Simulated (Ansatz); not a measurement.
Bond-angle distributions (per cent of the angles at each element, bins of 10°) of a relaxed model of amorphous Au₂₄Cu₁₄Si₈Ag₃ at 12.93 g/cm³. These are PBE, scalar-relativistic without spin-orbit coupling (plane waves to 420 eV, PAW; Ansatz, a program for electronic structure) values and carry that method's errors.

It comes from a melt-quench run on a machine-learned potential (CHGNet), relaxed afterwards by DFT. The hot cell started wider than the set density and was brought back towards it in steps. It is the lowest in DFT energy of 3 quenches. It is a model cell: composition and starting density were chosen by hand, and all elements were melted together. No dispersion term was used. Its density started from a set value of 13.48 and ended at 12.93 g/cm³. Cooling (nominally 67 K/ps over its main leg) ran many orders faster than in experiment, which tends to leave more defects and strain. A cell of this size samples the disorder only roughly. Volume and shape were free in the relaxation. Stress components on the final sampling reach 0.9 GPa. On a 2×2×2 Γ-centred mesh force components of up to 0.26 eV/Å stay, since the relaxation ran on one k-point at (1/4, 1/4, 1/4).

Cut-offs for bonds: Au-Au 3.36 Å, Au-Cu 3.08 Å, Au-Si 2.90 Å, Au-Ag 3.37 Å, Cu-Cu 3.10 Å, Cu-Si 2.92 Å, Cu-Ag 3.32 Å, Si-Si 2.66 Å, Si-Ag 3.07 Å, Ag-Ag 3.48 Å.

```tsv
angle (°)	at Au	at Cu	at Si
50-60	22	14	4
60-70	10	19	28
70-80	5	6	8
80-90	8	7	4
90-100	8	8	8
100-110	11	8	10
110-120	11	12	6
120-130	6	9	11
130-140	6	6	9
140-150	6	6	5
150-160	4	4	3
160-170	3	2	3
170-180	1	1	0
```

They go with these counts of neighbours within the cut-offs, cation contacts included: Au mean 10.6, most often 11; Cu mean 9.9, most often 10; Si mean 8.0, most often 8.
